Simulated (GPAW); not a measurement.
GPAW run on Ba (Cmcm, 2 atoms in the cell): self-consistent single point.

Level of theory: PBEsol, GPAW PAW datasets PBEsol (made by gpaw-setup) (plane waves; GPAW).

The change in words: lattice scaled by 0.98. Reference geometry:
```yaml
crystal:
  lattice:
    - [2.15649, -3.91208, 0.00000]
    - [2.15649, 3.91208, 0.00000]
    - [0.00000, 0.00000, 7.26927]
  atoms:
    - { symbol: Ba, position: [0.64960, 0.35040, 0.75000] }
    - { symbol: Ba, position: [0.35040, 0.64960, 0.25000] }
```

Reference input (self-consistent single point, DFT PBEsol, plane waves, GPAW PAW datasets PBEsol (made by gpaw-setup)): mode = pw; ecut = 550 eV; xc = PBEsol; kpts = 6 6 3; mesh shift (steps) = 0 0 0; occupations.name = methfessel-paxton; occupations.width = 0.272 eV; occupations.order = 0; nbands = -10; convergence.density = 1e-05 e/electron; symmetry.symmorphic = false; symmetry.tolerance = 0.0005. This run's input differs from it in these lines:

```diff
@@ -5,5 +5,5 @@
 atoms = Atoms(['Ba', 'Ba'],
-              cell=[[2.156486, -3.912080, 0.000000],
-                    [2.156486, 3.912080, 0.000000],
-                    [0.000000, 0.000000, 7.269268]],
+              cell=[[2.113356, -3.833838, 0.000000],
+                    [2.113356, 3.833838, 0.000000],
+                    [0.000000, 0.000000, 7.123883]],
               scaled_positions=[[0.649600, 0.350400, 0.750000],
```

Log, with long lists cut:

```
     iter     time        total  log10-change:
                         energy   eigst   dens
iter:   1 --:--:--    -4.174355
iter:   2 --:--:--    -4.475808   -0.97  -1.18
iter:   3 --:--:--    -4.337309   -1.79  -1.22
iter:   4 --:--:--    -4.186049   -2.08  -1.39
iter:   5 --:--:--    -4.185708   -3.61  -2.28
iter:   6 --:--:--    -4.183824c  -4.00  -2.34
iter:   7 --:--:--    -4.182473c  -4.74  -2.48
iter:   8 --:--:--    -4.182473c  -6.31  -3.51
iter:   9 --:--:--    -4.182491c  -6.61  -3.56
iter:  10 --:--:--    -4.182478c  -7.32  -3.99
iter:  11 --:--:--    -4.182478c  -8.62c -4.35
iter:  12 --:--:--    -4.182483c  -8.10c -4.37
iter:  13 --:--:--    -4.182480c  -8.31c -4.49
iter:  14 --:--:--    -4.182483c  -8.54c -4.46
iter:  15 --:--:--    -4.182483c -10.28c -5.11c
Converged after 15 iterations.

Dipole moment: (-0.000000, 0.000000, -0.000000) |e|*Ang

Energy contributions relative to reference atoms: (reference = -442381.456054)

Kinetic:         +1.520012
Potential:       +3.080847
External:        +0.000000
XC:              -8.642347
Entropy (-ST):   -0.113064
Local:           -0.084463
SIC:             +0.000000
--------------------------
Free energy:     -4.239015
Extrapolated:    -4.182483

Showing only first 2 kpts
 Kpt  Band  Eigenvalues  Occupancy
  0     8      2.71440    2.00000
  0     9      4.52020    2.00000
  0    10      6.84349    0.00000
  0    11      7.09911    0.00000

  1     8      3.22376    2.00000
  1     9      4.20620    2.00000
  1    10      6.50768    0.00000
  1    11      6.86690    0.00000

Fermi level: 5.53808

No gap
No difference between direct/indirect transitions
Energy (eV): -4.182483

Forces in eV/Ang:
  0 Ba    0.00000   -0.04737    0.00000
  1 Ba    0.00000    0.04737    0.00000

Stress tensor:
    -0.002017     0.000000     0.000000
     0.000000    -0.001093    -0.000000
     0.000000    -0.000000    -0.000603
Stress (GPa, Voigt): [-0.3231 -0.1752 -0.0965 -0.      0.      0.    ]
```

The run converged in 15 iterations. GPAW prints stress with tension positive. Against the reference run the free energy goes down by 1.6 meV/atom, the pressure goes from -0.33 to 0.20 GPa and the largest force moves little (0.048 to 0.047 eV/Å).

The starting cell comes from a database of computed structures (which also holds hypothetical and non-ambient phases and stackings), without a prior relaxation at this level. Its lattice was rescaled by a random factor within 2.5 % of one. For this run, on top of that: lattice scaled by 0.98.
